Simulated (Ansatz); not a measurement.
Consider the following.

```
CELL_PARAMETERS angstrom
      0.02157     1.97486     2.02924
      2.01751     0.03980     2.01101
      2.03298     1.97210     0.02433
ATOMIC_POSITIONS crystal
  Pt 0.00000 0.00000 0.00000
```

No spin polarisation.

All numbers come from r2SCAN/PAW in Ansatz (a first-principles code), spin-orbit coupling left out. k-mesh 20×20×20 (Γ-centred); smearing 0.05 eV (Fermi–Dirac).

Q: Estimate the band gap.

A: Zero.

Q: What pressure (mean of the normal stresses, compression positive) does the calculation give?

A: -7.8 GPa.

The cells carry an imposed strain or load. Stability against distortions was not tested. All final runs are without spin polarisation. The cell was made from Pt in the fcc (Cu type) structure (space group Fm-3m, No. 225) by this change: strain tensor (xx, yy, zz, yz, xz, xy) = (+2.25, −0.84, +1.92, +1.08, +0.16, +0.94) %. Pt lies near a magnetic instability that expansion can trigger; it was not tested.
